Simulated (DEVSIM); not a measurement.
System: abrupt Ge p-n junction, at 300 K.

```csv
layer (left to right),material,thickness (μm),Nd (cm⁻³),Na (cm⁻³),τn (s),τp (s)
1,Ge,6.90,-,1e15,1.5e-5,1.5e-5
2,Ge,18.0,2.1e17,-,1.5e-5,1.5e-5
```

Left contact: ohmic. Right contact: ohmic. Voltage is applied to the left contact. Recombination: SRH at mid-gap, Auger. Mobility is μmin + (μ − μmin)/(1 + (N/Nref)^α).

Constants are typed, rounded textbook-type inputs, not results; the design itself was drawn at random and stands for no fabricated device. Values at 300 K.

```tsv
parameter	Ge
gap (eV)	0.664
affinity (eV)	4
permittivity	16
Nc (cm⁻³)	1.04e19
Nv (cm⁻³)	6e18
μn (cm²/Vs)	3900
μp (cm²/Vs)	1900
μn,min	150
μp,min	100
Nref,n	2.6e17
Nref,p	4e17
αn	0.56
αp	0.6
Cn (cm⁶/s)	1e-31
Cp (cm⁶/s)	1e-31
```

Simulated with DEVSIM: 1D drift-diffusion, Boltzmann statistics, complete ionisation; no tunnelling, impact ionisation, image-force lowering or self-heating.

### Question
Give the dark forward current.

### Answer

```tsv
V (V)	J (A/cm²)
0.05	0.063
0.10	0.49
0.15	3.2
0.20	17
0.25	70
0.30	220
0.35	540
0.40	1100
0.45	2000
0.50	3000
```
